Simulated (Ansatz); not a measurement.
Candidates (primitive cells; geometry: cell and atoms relaxed with PBEsol):
A. KBr (Fm-3m), a = b = c = 4.631 Å, α = β = γ = 60.00°
B. CaSe (Fm-3m), a = b = c = 4.1496 Å, α = β = γ = 60.00°
C. AgBr (Fm-3m), a = 4.0122 Å, b = 4.0122 Å, c = 4.0122 Å, α = 60.00°, β = 60.00°, γ = 60.00°
D. NaI (Fm-3m), a = b = c = 4.5272 Å, α = β = γ = 60.00°

Q: Put the candidates in order of Seebeck coefficient, n-type 1e19 cm⁻³, highest first, for Ansatz (an electronic-structure program) with PBEsol with spin-orbit coupling, rigid bands.

A: C (-109 μV/K), D (-141 μV/K), A (-180 μV/K), B (-295 μV/K)

Seebeck coefficients are for the stated density at 300 K, with one relaxation time for all states and whether or not that doping can be reached.

Formula and space group known from diffraction (Crystallography Open Database), not checked to be the room-temperature form: CaSe (Fm-3m).
